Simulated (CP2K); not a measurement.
Band structure of ZnSe (F-43m, 2 atoms in the cell).

```xyz
2
Lattice="4.0093 0.0000 0.0000 2.0046 3.4722 0.0000 2.0046 1.1574 3.2736" Properties=species:S:1:pos:R:3 pbc="T T T"
Zn     0.0000     0.0000     0.0000
Se     2.0046     1.1574     0.8184
```

Computed with PBE, GPW, DZVP-MOLOPT-PBE-GTH basis, GTH-PBE potentials (POTENTIAL_UZH) in CP2K.

Settings: CUTOFF = 600 Ry; REL_CUTOFF = 50 Ry; SMEAR/METHOD = FERMI_DIRAC; ELECTRONIC_TEMPERATURE = 116.05 K; KPOINTS/SCHEME = MONKHORST-PACK 10 10 10; GAMMA_CENTERED = T; XC_FUNCTIONAL = PBE; Zn/BASIS_SET = DZVP-MOLOPT-PBE-GTH-q12; Zn/POTENTIAL = GTH-PBE-q12; Se/BASIS_SET = DZVP-MOLOPT-PBE-GTH-q6; Se/POTENTIAL = GTH-PBE-q6; METHOD = GPW; EPS_DEFAULT = 1e-10; EXTRAPOLATION = USE_GUESS.

The starting cell has typed, rounded lattice constants, without a prior relaxation at this level. Values carry the incompleteness of an atom-centred basis.

Problem. Predict the gap along the standard path and the places of the band edges.

Solution. The gap along the path is 1.25 eV, direct at Γ to within 0.01 eV.

Levels in eV from the top of the valence band on the SCF mesh, bands 6 to 10:
```csv
point,6,7,8,9,10
Γ,-6.18,0.00,0.00,0.00,1.25
X,-6.01,-4.77,-2.20,-2.20,3.00
W,-5.89,-4.70,-2.77,-2.68,5.53
K,-5.92,-4.73,-3.10,-1.80,3.70
L,-6.03,-5.24,-0.87,-0.87,2.56
U,-5.92,-4.73,-3.10,-1.80,3.70
```

Higher empty bands are left out: an atom-centred basis made for the valence describes them poorly.
